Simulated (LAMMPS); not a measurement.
MD of Ta (bcc) at zero pressure, 250 atoms, as a crystal; each row is its own run.

Method: MD with a machine-learned potential, pair style snap, file Ta06A.snap; code LAMMPS.

| T (K) | volume (Å³/atom) |
|---|---|
| 200 | 18.257 |
| 300 | 18.278 |
| 1480 | 18.567 |
| 1970 | 18.712 |
| 2960 | 19.009 |

Problem. Fit a straight line, y = a + b x, to these rows (x is the first column, y the second) and predict the run at x = 2470.

Solution. Least squares gives a = 18.191 and b = 0.0002700. At x = 2470 the fit predicts 18.858 Å³/atom. The run itself gave 18.843 ± 0.005 Å³/atom, so the fit is 0.08 % high.

Caution (rows 2470; 2960): a run this short can hold a crystal over, or a liquid under, the potential's own melting point, which these runs don't give.
